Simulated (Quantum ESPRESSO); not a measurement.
A self-consistent single point of BeS (F-43m, 2 atoms in the cell) with Quantum ESPRESSO.

Level of theory: PBE, SSSP 1.1.2 efficiency (PBE) pseudopotentials (plane waves; Quantum ESPRESSO 7.5).

```xyz
2
Lattice="-2.4350 0.0000 2.4350 0.0000 2.4350 2.4350 -2.4350 2.4350 0.0000" Properties=species:S:1:pos:R:3 pbc="T T T"
Be     0.0000     0.0000     0.0000
S     -1.2175     1.2175     1.2175
```

Reference input (self-consistent single point, DFT, PBE, plane waves, SSSP 1.1.2 efficiency (PBE) pseudopotentials): ecutwfc = 40 Ry; ecutrho = 320 Ry; occupations = smearing; smearing = fd; degauss = 0.00147 Ry; potentials = {Be: be_pbe_v1.4.uspp.F.UPF, S: s_pbe_v1.4.uspp.F.UPF}; K_POINTS = automatic 12 12 12 0 0 0; conv_thr = 1e-10 Ry. This run's input differs from it in these lines:

```diff
@@ -29,3 +29,3 @@
 K_POINTS automatic
-12 12 12  0 0 0
+4 4 4  0 0 0
```

Log, with long lists cut:

```
     Self-consistent Calculation

     iteration #  1     ecut=    40.00 Ry     beta= 0.70

     Threshold (ethr) on eigenvalues was too large:
     Diagonalizing with lowered threshold

     total energy              =     -52.49402856 Ry
     estimated scf accuracy    <       0.04463081 Ry

     iteration #  2     ecut=    40.00 Ry     beta= 0.70

     total energy              =     -52.49772107 Ry
     estimated scf accuracy    <       0.00257073 Ry

     iteration #  3     ecut=    40.00 Ry     beta= 0.70

     total energy              =     -52.49819886 Ry
     estimated scf accuracy    <       0.00027685 Ry

   [... 2 blocks of this kind left out ...]

     iteration #  6     ecut=    40.00 Ry     beta= 0.70

     total energy              =     -52.49825306 Ry
     estimated scf accuracy    <       0.00000004 Ry

     iteration #  7     ecut=    40.00 Ry     beta= 0.70
     End of self-consistent calculation

     the Fermi energy is     7.7323 ev

!    total energy              =     -52.49825307 Ry
     estimated scf accuracy    <          8.1E-11 Ry
     smearing contrib. (-TS)   =       0.00000000 Ry
     internal energy E=F+TS    =     -52.49825307 Ry

     convergence has been achieved in   7 iterations

     Forces acting on atoms (cartesian axes, Ry/au):

     atom    1 type  1   force =     0.00000000    0.00000000    0.00000000
     atom    2 type  2   force =    -0.00000000    0.00000000    0.00000000

     Total force =     0.000000     Total SCF correction =     0.000000

          total   stress  (Ry/bohr**3)                   (kbar)     P=        7.98
   0.00005423  -0.00000000  -0.00000000            7.98       -0.00       -0.00
  -0.00000000   0.00005423   0.00000000           -0.00        7.98        0.00
  -0.00000000   0.00000000   0.00005423           -0.00        0.00        7.98

   JOB DONE.
```

The run converged in 7 iterations. Against the reference run the free energy rises by 24.6 meV/atom, the pressure goes from 0.27 to 0.80 GPa and the gap on the mesh goes from 3.140 to 3.127 eV.

The starting cell has typed, rounded lattice constants, without a prior relaxation at this level.
